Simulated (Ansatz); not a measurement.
Base system: Be in the hcp (Mg type) structure (space group P6_3/mmc, No. 194; a = 2.2637 Å, c = 3.5639 Å).

The values are results of r2SCAN (Ansatz, a quantum-chemistry and plane-wave program, PAW, no spin-orbit coupling), not measurements.

One change was made to it. Results:

The shortest interatomic distance drops by 0.005 Å to 2.205 Å; the c/a ratio hardly moves (1.574 against 1.575).

Task: Which change produced these results?
A) pressure 0.9 GPa
B) pressure 30 GPa
C) pressure −2 GPa
D) pressure 15 GPa

Result: A, pressure 0.9 GPa. For comparison, the shortest interatomic distance in the other runs: pressure 15 GPa gives 2.139 Å; pressure −2 GPa gives 2.222 Å; pressure 30 GPa gives 2.086 Å.

Load acts through the strain it causes; cell and atoms are relaxed under it. Whether these cells are dynamically stable was not tested. No other phases were tried under pressure.
